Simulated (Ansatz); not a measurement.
A self-consistent single point of Sr (Fm-3m, 1 atom in the cell) with Ansatz (an electronic-structure program).

Method: PBEsol, default PAW files made with PBE (plane waves; Ansatz).

```
CELL_PARAMETERS angstrom
      0.00000     2.96383     2.96383
      2.96383     0.00000     2.96383
      2.96383     2.96383     0.00000
ATOMIC_POSITIONS crystal
  Sr 0.00000 0.00000 0.00000
```

Reference input (self-consistent single point, DFT, PBE, plane waves, default PAW files): kpoints.mp_grid.grid = 8 8 8; hamiltonian.xc = pbe; hamiltonian.pseudopotentials = {kind: paw} (the program's default PAW files); scf.occupations.method = fermi_dirac; scf.occupations.width = 0.1 eV. This run's input differs from it in these lines:

Ansatz 0.2 input:
```diff
@@ -10,3 +10,3 @@
 hamiltonian:
-  xc: pbe
+  xc: pbesol
   pseudopotentials: { kind: paw }
```

Output (repeated stretches shortened):

```
SCF iter   1: F=—  HF=-3492.234341 eV  |F-HF|=—  |Δ(HF+E_count)|=         —  Δρ=1.25e-3  dr2=5.96e-4  ethr=1.77e-3  ⟨swp⟩=6.4  Hψ=2256  notcnv=0
all-band conjugate gradients solve this SCF's bands
preconditioner: auto → none
SCF iter   2: F=—  HF=-3492.234862 eV  |F-HF|=—  |Δ(HF+E_count)|=   5.20e-4  Δρ=6.00e-4  dr2=2.05e-4  ethr=5.96e-6  ⟨swp⟩=2.6  Hψ=677  notcnv=0
SCF iter   3: F=—  HF=-3492.234861 eV  |F-HF|=—  |Δ(HF+E_count)|=   4.14e-7  Δρ=1.20e-4  dr2=6.58e-6  ethr=2.05e-6  ⟨swp⟩=2.0  Hψ=330  notcnv=0
SCF iter   4: F=—  HF=-3492.234855 eV  |F-HF|=—  |Δ(HF+E_count)|=   5.96e-6  Δρ=2.86e-5  dr2=1.92e-7  ethr=6.58e-8  ⟨swp⟩=2.7  Hψ=394  notcnv=0
iter 5 did not close the SCF: its close was put off for the readings that it lacked (scf_convergence_deferred on its scf_iter line)
SCF iter   5: F=-3492.234855 eV  HF=-3492.234855 eV  |F-HF|=4.05e-10  |Δ(HF+E_count)|=   3.70e-8  Δρ=2.21e-6  dr2=8.65e-10  ethr=1.92e-9  ⟨swp⟩=2.5  Hψ=407  notcnv=0
SCF iter   6: F=-3492.234855 eV  HF=-3492.234855 eV  |F-HF|=3.87e-11  |Δ(HF+E_count)|=  1.69e-10  Δρ=4.54e-7  dr2=6.08e-11  ethr=8.65e-12  ⟨swp⟩=2.9  Hψ=1189  notcnv=0
SCF 1 converged in 6 iterations: F = -3492.234855 eV  dr2 = 6.08e-11
Free energy (F): -3492.234855 eV
Internal energy: -3492.197609 eV  (E = F + TS)
E sigma→0 (E₀):  -3492.216232 eV
Entropy (-TS):   -0.037246 eV (-37.246 meV/atom)
Fermi energy:    5.338735 eV
--- Forces (eV/Å), atoms counted from 1 ---
  atom   1  Sr     0.00000000     0.00000000     0.00000000
--- Stress (GPa, compression-positive) ---
        0.022236       0.000000       0.000000
        0.000000       0.022236      -0.000000
       -0.000000       0.000000       0.022236
  P = ⅓ Tr σ = 0.0222 GPa (0.222 kbar)
  The stress holds the Pulay correction. Without it, at fixed plane waves, as pw.x and ABINIT print it: P = 0.0199 GPa
```

The run converged in 6 iterations. Against the reference run the pressure goes from 0.71 to 0.02 GPa. The full log also holds: “iter 5 did not close the SCF: its close was put off for the readings that it lacked (scf_convergence_deferred on its scf_iter line)”.

The starting cell comes from a database of computed structures (which also holds hypothetical and non-ambient phases and stackings), without a prior relaxation at this level. Its lattice was rescaled by a random factor within 2.5 % of one. Ansatz's pressure includes its estimate of the finite-basis (Pulay) stress.
